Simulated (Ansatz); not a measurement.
Take HgS in the zinc blende structure (space group F-43m, No. 216) as the base.

```yaml
crystal:
  lattice:
    - [0.00000, 2.93793, 2.93793]
    - [2.93793, 0.00000, 2.93793]
    - [2.93793, 2.93793, 0.00000]
  atoms:
    - { symbol: Hg, position: [0.00000, 0.00000, 0.00000] }
    - { symbol: S, position: [0.25000, 0.25000, 0.25000] }
```

Cartesian axes are those of the cell as printed.

Calculations: PBEsol, PAW, 420 eV (Ansatz, a quantum-chemistry and plane-wave program; spin-orbit coupling left out).

Strains are applied to the cell and any free atomic positions relax.

One change was made to it. Results:

The valley order (the lowest conduction-band minima on the path, energy above the VBM, named in the base's zone) amounts to Γ 0.01 eV; L along [1-11] 1.46 eV; the energy is nearly the same; the pressure (mean of the normal stresses, compression positive) is still 0.0 GPa; the shortest interatomic distance stays essentially unchanged (2.544 Å against 2.543 Å).

### Question
Name the change that was made.
(A) tensor shear ε_xy = +2.00 %
(B) tensor shear ε_xy = +1.71 %
(C) tensor shear ε_xy = +0.57 %

### Answer
C, tensor shear ε_xy = +0.57 %. For comparison, the valley order in the other runs: tensor shear ε_xy = +2.00 % gives Γ 0.03 eV; L along [1-1-1] 1.34 eV; tensor shear ε_xy = +1.71 % gives Γ 0.02 eV; L along [1-1-1] 1.35 eV.

Spin-orbit coupling, missing from the scalar runs, can matter with Hg. Whether these cells are dynamically stable was not tested. All final runs are without spin polarisation.
